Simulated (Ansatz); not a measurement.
End structure of the (111)A surface of zinc-blende GaSb, Ga-terminated, 2x2 with 3 Cl on 4 top atoms (bottom of the slab: 3 H on 4 bottom sites):

```yaml
crystal:
  lattice:
    - [8.78596, 0.00000, 0.00000]
    - [-4.39298, 7.60887, 0.00000]
    - [0.00000, 0.00000, 32.00000]
  atoms:
    - { symbol: Sb, position: [0.00268, 0.99731, 0.31643] }
    - { symbol: Sb, position: [0.49482, 0.99741, 0.31653] }
    - { symbol: Sb, position: [0.00268, 0.50537, 0.31643] }
    - { symbol: Sb, position: [0.50007, 0.50004, 0.29793] }
    - { symbol: Ga, position: [0.34630, 0.19269, 0.33843] }
    - { symbol: Ga, position: [0.83357, 0.16678, 0.33875] }
    - { symbol: Ga, position: [0.34630, 0.65361, 0.33843] }
    - { symbol: Ga, position: [0.80740, 0.65370, 0.33847] }
    - { symbol: Sb, position: [0.33333, 0.16667, 0.42244] }
    - { symbol: Sb, position: [0.83333, 0.16667, 0.42244] }
    - { symbol: Sb, position: [0.33333, 0.66667, 0.42244] }
    - { symbol: Sb, position: [0.83333, 0.66667, 0.42244] }
    - { symbol: Ga, position: [0.16667, 0.33333, 0.45047] }
    - { symbol: Ga, position: [0.66667, 0.33333, 0.45047] }
    - { symbol: Ga, position: [0.16667, 0.83333, 0.45047] }
    - { symbol: Ga, position: [0.66667, 0.83333, 0.45047] }
    - { symbol: Sb, position: [0.16641, 0.33321, 0.53436] }
    - { symbol: Sb, position: [0.66677, 0.33311, 0.53440] }
    - { symbol: Sb, position: [0.16674, 0.83337, 0.53441] }
    - { symbol: Sb, position: [0.66677, 0.83366, 0.53440] }
    - { symbol: Ga, position: [0.99979, 0.00003, 0.56263] }
    - { symbol: Ga, position: [0.50030, 0.00015, 0.56248] }
    - { symbol: Ga, position: [0.99979, 0.49976, 0.56263] }
    - { symbol: Ga, position: [0.50013, 0.50007, 0.56246] }
    - { symbol: Sb, position: [0.00504, 0.01006, 0.64704] }
    - { symbol: Sb, position: [0.49993, 0.99997, 0.64594] }
    - { symbol: Sb, position: [0.00504, 0.49498, 0.64704] }
    - { symbol: Sb, position: [0.48977, 0.49488, 0.64688] }
    - { symbol: Ga, position: [0.33737, 0.16283, 0.67632] }
    - { symbol: Ga, position: [0.82538, 0.16269, 0.67637] }
    - { symbol: Ga, position: [0.33737, 0.67453, 0.67632] }
    - { symbol: Ga, position: [0.83318, 0.66659, 0.65816] }
    - { symbol: H, position: [0.99815, 0.00216, 0.26275] }
    - { symbol: H, position: [0.50410, 0.00205, 0.26285] }
    - { symbol: H, position: [0.99815, 0.49599, 0.26275] }
    - { symbol: Cl, position: [0.33473, 0.16636, 0.74413] }
    - { symbol: Cl, position: [0.83137, 0.16569, 0.74418] }
    - { symbol: Cl, position: [0.33473, 0.66837, 0.74413] }
```

Set-up: 38 atoms, 15.7 Å thick at the start with caps and adatoms; mesh 3x3x1; 0.025 eV smearing; dipole correction on; 8 atoms held, the rest relaxed; symmetry of the start imposed; no spin, no spin-orbit, no U. It is one candidate, not shown to be the stable structure of the face.

Q: Predict the gap of the slab on its k-mesh from Ansatz (a first-principles code) with PBE.

A: 0.30 eV

Q: Predict the highest filled level below the top vacuum level from PBE.

A: 6.38 eV
